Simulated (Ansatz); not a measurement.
## Effect of pressure 2.1 GPa on CdGa2Te4

Start from CdGa2Te4 (space group I-4, No. 82; a = 6.1049 Å, c = 11.7879 Å).

Modification: cell and atoms relaxed at a pressure of 2.1 GPa.

The values are results of DFT with PBEsol, PAW potentials and a 420 eV plane-wave cutoff in Ansatz (a program for electronic structure), spin-orbit coupling left out, not measurements. Γ-centred 8×8×8 mesh, Fermi–Dirac width 0.05 eV.

```tsv
quantity	base	changed	shift
volume per atom	31.38 Å³	29.58 Å³	-1.80 Å³
lattice parameter a	6.105 Å	5.964 Å	-0.141 Å
c/a ratio	1.931	1.952	+0.021
shortest interatomic distance	2.631 Å	2.602 Å	-0.0282 Å
enthalpy H = E + PV relative to the base's energy	–	+0.40 eV/atom	–
band gap	1.13 eV	0.88 eV	-0.25 eV
gap character	direct at Γ	indirect, Γ → M	–
smallest direct gap	1.13 eV	1.14 eV	+0.016 eV
width of the top valence band	1.05 eV	1.23 eV	+0.18 eV
electron mass	0.19 mₑ along c, 0.091 mₑ across (at Γ)	0.22 mₑ along k, 0.32 mₑ across (at M)	–
valence-band top at Γ (three highest levels, from the VBM)	0.00, 0.00, -0.24 eV	0.00, 0.00, -0.38 eV	–
```

Cost of the whole job for the changed cell (relaxation, final SCF and bands): about 11 core-minutes (a rough figure).

With Te present, leaving out spin-orbit coupling can change the band edges. Load acts through the strain it causes; cell and atoms are relaxed under it. Effective masses come from finite differences of ±0.01 Å⁻¹. Along k means along the line from Γ to the band edge. Stability against distortions was not tested.
